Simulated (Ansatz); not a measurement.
The reference is CdS in the zinc blende structure (space group F-43m, No. 216; a = 5.927 Å).

Modification: a negative pressure, −1 GPa.

Levels (all Ansatz, a first-principles code, PAW): PBE (420 eV, without spin-orbit coupling); PBE+SOC (420 eV, noncollinear with spin-orbit coupling).

The geometry is relaxed with PBE.

| Item | Result |
|---|---|
| PBE gap character | direct at Γ |
| PBE band gap | 1.00 eV |
| PBE valence-band top at Γ | 0.00, 0.00, 0.00 eV |

With PBE+SOC at the same geometry, the gap character stays direct at Γ; the band gap decreases by 0.02 eV (1.00 eV → 0.98 eV); the valence-band top at Γ (three highest Kramers pairs, from the VBM) becomes 0.00, 0.00, -0.05 eV (PBE: 0.00, 0.00, 0.00 eV). The threefold valence maximum splits by Δso ≈ 50 meV.

Single points use the geometry relaxed with PBE. Differences between runs with and without spin-orbit coupling are approximate. Load acts through the strain it causes; cell and atoms are relaxed under it. No phonon test of stability was made.
